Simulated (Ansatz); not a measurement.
# Sensitivity of a calculation on TaH4 (P1, 5 atoms in the cell) to its settings

```
TaH4
1.0
   -2.16197     2.16197     2.16197
    2.16197    -2.16197     2.16197
    2.16197     2.16197    -2.16197
Ta H
1 4
Direct
  0.00271   0.01037   0.00850
  0.50286   0.49550   0.50328
  0.50571   0.00560   0.00732
  0.99459   0.99230   0.48478
  0.99413   0.49623   0.99614
```

Base run A: LDA (PW92), default PAW files made with PBE run with Ansatz (a quantum-chemistry and plane-wave program), self-consistent single point.

Its settings: basis.ecutwfc = 420 eV; kpoints.mp_grid.grid = 11 11 11; hamiltonian.xc = lda; hamiltonian.pseudopotentials = {kind: paw} (the program's default PAW files); scf.occupations.method = methfessel_paxton; scf.occupations.width = 0.272 eV.

The starting cell comes from a database of computed structures (which also holds hypothetical and non-ambient phases and stackings), without a prior relaxation at this level. Its atoms were displaced at random from the sites of space group no. 229. Spin polarisation is off. In the base run, with a pressure of about -5 GPa the cell is away from its equilibrium volume at this level. Ansatz's pressure includes its estimate of the finite-basis (Pulay) stress.

ΔF is the free energy per atom less that of run A. 

Run A gave: pressure (GPa) -4.87; largest force (eV/Å) 0.476; k-points 666.

Runs:
- B: kpoints.mp_grid.grid: 11 11 11 → 5 5 5
- C: scf.convergence.dr2_threshold: default (1e-07 eV) → 0.001 eV
- D: scf.occupations.width: 0.272 eV → 0.03 eV
- E: scf.mixing.algorithm: default (the program chose MSR1) → anderson; scf.mixing.beta: default → 0.1
- F: scf.mixing.algorithm: default (the program chose MSR1) → broyden; scf.mixing.ndim: default → 3
- G: basis.precision: default → f64

Question: What does run D change against A?

Answer: The free energy is nearly the same (within 1 meV/atom), the pressure moves little (-4.87 to -4.88 GPa) and the largest force goes from 0.476 to 0.466 eV/Å.

```
run  ΔF (meV/atom)  pressure (GPa)  largest force (eV/Å)  k-points
---  -------------  --------------  --------------------  --------
A             0.00           -4.87                 0.476       666
B            -17.5           -5.28                 0.514        63
C             0.00           -4.87                 0.473       666
D             0.20           -4.88                 0.466       666
E             0.00           -4.88                 0.476       666
F             0.00           -4.88                 0.476       666
G             0.00           -4.87                 0.476       666
```

Keys are those of Ansatz 0.2.
